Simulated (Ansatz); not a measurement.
Consider InAs in the zinc blende structure (space group F-43m, No. 216; a = 6.1863 Å).

Modification: a hydrostatic pressure of 9 GPa.

Levels (all Ansatz, a first-principles code, PAW): PBE (420 eV, no spin-orbit coupling); r2SCAN (500 eV, spin-orbit coupling left out); HSE06 (420 eV, without spin-orbit coupling); PBE+SOC (420 eV, noncollinear with spin-orbit coupling).

One geometry, relaxed with PBE, under each level:

Notes on the quantities. hole mass: degenerate bands, along [100].

```tsv
level	band gap	lowest conduction level above the VBM at special points	electron mass	hole mass	pressure
PBE	0.14 eV	Γ 0.14 eV; L 1.11 eV; X 1.44 eV; K 2.09 eV	–	–	9.00 GPa
r2SCAN	0.62 eV	Γ 0.62 eV; L 1.49 eV; X 1.72 eV; K 2.40 eV	0.038 mₑ (at Γ)	0.038, 0.36, 0.36 mₑ (at Γ)	7.00 GPa
HSE06	0.93 eV	Γ 0.93 eV; L 1.83 eV; X 2.00 eV	–	–	–
PBE+SOC	[?]	–	–	–	8.9 GPa
```

Task: Give the withheld PBE+SOC results.

Result: 
- PBE+SOC, band gap: zero

Single points use the geometry relaxed with PBE. Their cutoffs differ, which shifts pressures a little. The spin-orbit shifts are approximate. Load acts through the strain it causes; cell and atoms are relaxed under it. Masses are band curvatures over ±0.01 Å⁻¹ around the edge. No phonon test of stability was made. The runs without spin-orbit coupling are not spin-polarised. Measured, InAs leaves this structure (for rock salt) near 7 GPa (temperature not stated; as listed in Datta, Sujoy, Jana, Debnarayan, arXiv (2020)). Gaps under 0.05 eV, about the width of the smearing, are given as zero. The zero or small gap of InAs can change with the level of theory.
